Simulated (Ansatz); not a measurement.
Migration barriers: O vacancy in ceria, charge state +2

System: O vacancy in ceria (charge state +2). These are PBE, PAW (plane waves to 420 eV; Ansatz, an electronic-structure program) values and carry that method's errors.

Settings: 96 host sites, the relaxed PBE lattice, one k-point at (0.250, 0.250, 0.250), smearing 0.01 eV, spin-restricted, no image-charge correction. Static, classical nuclei. Spin-orbit coupling is left out. The charge state is imposed; whether it is stable for some Fermi level was not computed. Forms of the defect that were not tried may lie lower.

Barriers: single points on a 2×2×2 k-point mesh shifted by half a step at the bands' geometries.

```csv
Route,Start site over the lowest site run (eV),Hop (Å),Forward barrier (eV),Backward barrier (eV),Neighbours at the start,Neighbours at the saddle,Saddle order,"Forward, on the band's own sampling (eV)"
one O atom jumps into the vacancy from a nearby O site,0.00,2.32,0.45,0.45,"2 Ce at 2.32, 2 Ce at 2.49; 4 O at 2.76, O at 2.94 Å",2 Ce at 2.12 Å,first order,0.45
```

Paths come from CI-NEB runs.
